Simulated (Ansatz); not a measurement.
## CdTe: energy against volume

CdTe (zinc blende, F-43m, 34.150 Å³/atom and stress up to 0.01 GPa in the relaxed cell, cube axes along x, y and z) under an equal strain ε along all three axes. PBEsol in Ansatz, a plane-wave DFT program (PAW, default set), 420 eV, 9×9×9 Γ-centred mesh, Fermi-Dirac smearing 0.05 eV; ions are relaxed, or left where forces stay under 0.02 eV/Å, within the symmetry of each cell.

Here V stands for volume and E for E less E0.

```csv
volume (Å³/atom),E less E0 (meV/atom),pressure (GPa)
32.1413,17.27,2.91
32.6358,9.55,2.10
33.1353,4.18,1.35
33.6399,1.04,0.65
34.1496,0.00,0.01
34.6644,0.94,-0.59
35.1843,3.76,-1.14
35.7095,8.36,-1.65
36.2398,14.62,-2.12
37.3161,?,?
```

Taking the third-order Birch-Murnaghan form, a cubic in V^(-2/3) for E over the 9 complete rows: With u = V^(-2/3) - 0.0951, the rows have u = 0.0038216, 0.0028198, 0.0018332, 0.0008615, -0.0000958, -0.0010387, -0.0019676, -0.0028830, -0.0037849. Least squares gives E = 0.010 + 241.7·u + 1101077·u² + 4569931·u³. Residuals (row less fit): 0.000, 0.001, -0.002, 0.002, 0.003, -0.002, -0.002, 0.005, -0.001; standard error 0.003 (degrees of freedom: 5). Its minimum lies at u = -0.0001098, so V0 = (0.0949902)^(-3/2) = 34.16. There d²E/du² = 2199000 and d³E/du³ = 2.742e7, so B0 = (4/9) × 34.16^(-7/3) × 2199000 × 0.160218 = 41.4 GPa (the last factor turns the table's units into GPa), and B0' = 4 + (2/3) × 0.0949902 × (2.742e7)/2199000 = 4.8. B0' rests on the cubic coefficient alone and has a standard error of 0.1 from these residuals.

### Question
What does the fit predict for E at V = 37.3161, and how far is the calculated value from it?

### Answer
u = -0.0055493, so E = 0.010 + 241.7 × (-0.0055493) + 1101077 × (-0.0055493)² + 4569931 × (-0.0055493)³ = 31.795 meV/atom. The calculation gives 31.79 meV/atom, 0.005 meV/atom below the prediction (0.0 % of the range of E in the table). The row lies outside the fitted rows, so this is an extrapolation. The scatter of the fitted rows lies at the last printed digit.

Spin-orbit coupling is left out, which can shift these values for the heavy elements here. Other structures, which can take over under pressure, weren't tried. The same form fitted to the pressure column gives B0' = 4.8; series where the two differ by over 0.4 aren't shown. Rows are the converged runs of the series near zero and its far end, less any whose ions stayed unrelaxed beside relaxed ones; series whose fitted rows scatter by over a few per cent of the range, as at a crossing or softening among them, aren't shown in this form.
